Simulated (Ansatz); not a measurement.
Input:

```xyz
3
Lattice="3.2267 0.0000 0.0000 -1.6134 2.7944 0.0000 0.0000 0.0000 4.5570" Properties=species:S:1:pos:R:3 pbc="T T T"
Hf     0.0000     0.0000     0.0000
O      0.0000     1.8629     0.9641
O      1.6134     0.9315     3.5929
```

No spin polarisation.

Hole doping at 3.0×10^21 cm⁻³ (0.123 per cell), with a uniform compensating background at fixed cell and a 300 K Fermi–Dirac width.

Method: Ansatz (a quantum-chemistry and plane-wave program), r2SCAN+rVV10, PAW, cutoff 500 eV, without spin-orbit coupling, earlier PAW set. Γ-centred 21×21×13 mesh, Fermi–Dirac width 0.0259 eV.

Problem. Estimate the gap character.

Solution. Indirect, K–Γ (71 % along) → M.

Problem. What is the computed gap between the host's bands?

Solution. 5.07 eV.

Problem. What is the computed Fermi level relative to the doped band's edge (positive inside the band; to 0.05 eV)?

Solution. +0.05 eV.

Carriers are added with a uniform compensating background; total energy and stress of such cells depend on the potential's zero and are not compared; many-body gap narrowing is missing at this level. With Hf present, leaving out spin-orbit coupling can change the band edges. Whether these cells are dynamically stable was not tested. The cell was made from HfO$_{2}$ in the CdI2 type structure (space group P-3m1, No. 164; a hypothetical phase, not in the database extracts checked; layered, stacked along the Cartesian z axis) by this change: holes 3.0×10^21 cm⁻³.
